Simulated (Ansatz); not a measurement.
**MgO: response to strain**

Consider MgO in the rock salt structure (space group Fm-3m, No. 225; a = 4.159 Å). Axes: x, y, z lie along the cube axes.

Strains are applied to the cell and any free atomic positions relax.

Level of theory: Ansatz (a program for electronic structure) LDA, without spin-orbit coupling.

Candidates:
(a) uniaxial strain ε_zz = +1.50 %
(b) uniaxial strain ε_zz = −2.50 %
(c) uniaxial strain ε_zz = +3.00 %

Notes on the quantities. energy relative to the base: free energy F.

Task: Order them by energy relative to the base, lowest first.

Result: (a) uniaxial strain ε_zz = +1.50 % (+2.0 meV/atom), (b) uniaxial strain ε_zz = −2.50 % (+6.4 meV/atom), (c) uniaxial strain ε_zz = +3.00 % (+7.3 meV/atom)

No phonon test of stability was made.
